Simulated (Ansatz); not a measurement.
Take ZrO2 in the fluorite structure (space group Fm-3m, No. 225) as the base.

```
ZrO2
1.0
    0.00000     2.54467     2.54467
    2.54467     0.00000     2.54467
    2.54467     2.54467     0.00000
Zr O
1 2
Direct
  0.00000   0.00000   0.00000
  0.25000   0.25000   0.25000
  0.75000   0.75000   0.75000
```

Method: r2SCAN (Ansatz, a program for electronic structure, PAW, no spin-orbit coupling).

Base values:

The gap character comes out as indirect, X → Γ and the gap between the host's bands is 3.89 eV.

Perturbation: hole doping at 7.0×10^21 cm⁻³ (0.231 per cell), with a uniform compensating background at fixed cell and a 300 K Fermi–Dirac width.

Problem. Estimate the effect on the gap character, Fermi level from band edge and gap between the host's bands.

Solution. The gap character is still indirect, X → Γ; the Fermi level relative to the doped band's edge (positive inside the band; to 0.05 eV) comes out as +0.40 eV; the gap between the host's bands increases by 0.26 eV (3.89 eV → 4.15 eV).

Carriers are added with a uniform compensating background; total energy and stress of such cells depend on the potential's zero and are not compared; many-body gap narrowing is missing at this level. Whether these cells are dynamically stable was not tested. This is not the structure that ZrO2 has at room temperature and ambient pressure.
